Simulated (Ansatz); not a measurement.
# fcc Ni, ferromagnetic (0 0 1) on germanium (0 0 1) (film strained to the substrate, started from cuts of the bulks and a machine-learned relaxation; slabs Ge24 and Ni30, which can lie off the formulas; started ferromagnetic)

A periodic stack without vacuum, fcc Ni, ferromagnetic (0 0 1) on germanium (0 0 1) (film strained to the substrate, started from cuts of the bulks and a machine-learned relaxation; slabs Ge24 and Ni30, which can lie off the formulas; started ferromagnetic): substrate slab Ge24, film Ni30, surface cells [[0, -1], [2, 1]] and [[-3, -1], [-1, -2]], film strained by +3.5 and +3.5 %, outermost planes Ge/Ge and Ni/Ni as cut, which need not be the usual terminations and can put a slab off its formula.

The start was prepared with a machine-learned potential, and the result is one local minimum, with the in-plane cell held and forces under 0.04 eV/Å; the film can end far from its bulk form.

Computed with PBE (plane waves to 420 eV, PAW; Ansatz, a first-principles code). No spin–orbit coupling; PBE gaps are too small against experiment. Its k-point mesh 5×5×1, Fermi–Dirac width 0.05 eV.

- interface area = 33.2 Å²
- period = 27.00 Å
- heights between the nearest atoms of the two slabs at the two interfaces = 1.38 and 1.35 Å
- Ge–Ni contacts across the interfaces within 1.22 times the sum of covalent radii = 24, mean 2.43 Å

```
CELL_PARAMETERS angstrom
      5.75992    -0.00013     0.03555
     -0.00010     5.75983     0.05417
     -0.06948     1.94973    27.01856
ATOMIC_POSITIONS crystal
  Ge 0.07741 0.92933 0.03268
  Ge 0.53136 0.44328 0.09649
  Ge 0.30015 0.34664 0.02292
  Ge 0.80916 0.54357 0.02420
  Ge 0.50207 0.94545 0.17920
  Ge 0.99948 0.43967 0.17556
  Ge 0.81487 0.13492 0.12454
  Ge 0.23963 0.74082 0.12169
  Ge 0.99671 0.90447 0.28328
  Ge 0.50527 0.39282 0.28669
  Ge 0.25308 0.18121 0.23171
  Ge 0.74558 0.66213 0.23155
  Ge 0.49535 0.84542 0.39240
  Ge 0.00438 0.36802 0.39171
  Ge 0.75152 0.12332 0.34104
  Ge 0.24856 0.63225 0.33638
  Ge 0.97417 0.85531 0.50074
  Ge 0.54492 0.25027 0.50119
  Ge 0.25107 0.09046 0.44407
  Ge 0.74702 0.58068 0.44844
  Ge 0.52340 0.60784 0.59878
  Ge 0.01020 0.40625 0.59914
  Ge 0.77438 0.00778 0.58619
  Ge 0.26042 0.54319 0.52683
  Ni 0.16425 0.76598 0.71783
  Ni 0.76679 0.96176 0.71735
  Ni 0.95980 0.35751 0.71782
  Ni 0.57396 0.56310 0.71758
  Ni 0.37062 0.15589 0.71788
  Ni 0.26738 0.48235 0.66119
  Ni 0.86917 0.68976 0.65139
  Ni 0.07016 0.07499 0.65389
  Ni 0.66654 0.28294 0.65019
  Ni 0.46670 0.89602 0.65374
  Ni 0.16711 0.71286 0.84183
  Ni 0.76667 0.91266 0.84218
  Ni 0.96420 0.31428 0.84152
  Ni 0.56409 0.51214 0.84271
  Ni 0.36314 0.11349 0.84189
  Ni 0.26648 0.43764 0.77910
  Ni 0.86699 0.63666 0.78004
  Ni 0.06503 0.03729 0.77971
  Ni 0.66374 0.23758 0.78021
  Ni 0.46827 0.83598 0.77987
  Ni 0.16391 0.66565 0.96913
  Ni 0.76205 0.87313 0.96828
  Ni 0.95894 0.25967 0.97294
  Ni 0.56122 0.46752 0.96069
  Ni 0.36759 0.05599 0.96774
  Ni 0.25582 0.38503 0.90407
  Ni 0.86985 0.59024 0.90410
  Ni 0.06345 0.99063 0.90454
  Ni 0.66873 0.18478 0.90394
  Ni 0.46238 0.79500 0.90388
```
Starting moments (μB, in the order of the record's atoms Ge Ge Ge Ge Ge Ge Ge Ge Ge Ge Ge Ge Ge Ge Ge Ge Ge Ge Ge Ge Ge Ge Ge Ge Ni Ni Ni Ni Ni Ni Ni Ni Ni Ni Ni Ni Ni Ni Ni Ni Ni Ni Ni Ni Ni Ni Ni Ni Ni Ni Ni Ni Ni Ni): 0.0 0.0 0.0 0.0 0.0 0.0 0.0 0.0 0.0 0.0 0.0 0.0 0.0 0.0 0.0 0.0 0.0 0.0 0.0 0.0 0.0 0.0 0.0 0.0 0.7 0.7 0.7 0.7 0.7 0.7 0.7 0.7 0.7 0.7 0.7 0.7 0.7 0.7 0.7 0.7 0.7 0.7 0.7 0.7 0.7 0.7 0.7 0.7 0.7 0.7 0.7 0.7 0.7 0.7.
